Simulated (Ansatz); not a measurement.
Here is the system:

End structure of a constructed model of the (000-1) surface of 4H silicon carbide, C-terminated, 2x2 C adatom at H3 (bottom of the slab: 4 H on 4 bottom sites):

```
CELL_PARAMETERS angstrom
      6.18818     0.00000     0.00000
     -3.09409     5.35912     0.00000
      0.00000     0.00000    27.00000
ATOMIC_POSITIONS crystal
  Si 0.33333 0.16667 0.35854
  Si 0.83333 0.16667 0.35854
  Si 0.33333 0.66667 0.35854
  Si 0.83333 0.66667 0.35854
  C  0.00000 0.00000 0.38202
  C  0.50000 0.00000 0.38202
  C  0.00000 0.50000 0.38202
  C  0.50000 0.50000 0.38202
  Si 0.00008 0.00016 0.45230
  Si 0.50000 0.00000 0.45179
  Si 0.00008 0.49992 0.45230
  Si 0.49984 0.49992 0.45230
  C  0.16667 0.33333 0.47458
  C  0.66523 0.33046 0.47579
  C  0.16954 0.83477 0.47579
  C  0.66523 0.83477 0.47579
  Si 0.16667 0.33333 0.54450
  Si 0.66499 0.32999 0.54654
  Si 0.17001 0.83501 0.54654
  Si 0.66499 0.83501 0.54654
  C  0.00089 0.00177 0.56713
  C  0.50000 0.00000 0.57656
  C  0.00089 0.49911 0.56713
  C  0.49823 0.49911 0.56713
  Si 0.98914 0.97828 0.63614
  Si 0.50000 0.00000 0.65345
  Si 0.98914 0.51086 0.63614
  Si 0.52172 0.51086 0.63614
  C  0.30754 0.19246 0.66403
  C  0.88492 0.19246 0.66403
  C  0.30754 0.61508 0.66403
  C  0.83333 0.66667 0.65885
  H  0.33309 0.16691 0.30299
  H  0.83381 0.16691 0.30299
  H  0.33309 0.66619 0.30299
  H  0.83333 0.66667 0.30297
  C  0.16667 0.33333 0.68054
```

Set-up: 37 atoms, 10.6 Å thick at the start with caps and adatoms (thin: gaps and levels are the slab's own); mesh 3x3x1; 0.025 eV smearing; dipole correction on; single point; on the structure that PBE left under its start's symmetry; no spin, no spin-orbit, no U. In PBE it is, or lies within 0.01 eV a 1x1 cell of, the lowest of the 3 structures of its composition computed so far; subsurface sites and larger cells were not tried.

**Question.** What gap of the slab on its k-mesh does HSE06, at the PBE geometry (Ansatz, an electronic-structure program) give?

**Answer.** 0.81 eV

**Question.** Predict the highest filled level below the top vacuum level from HSE06, at the PBE geometry.

**Answer.** 6.31 eV
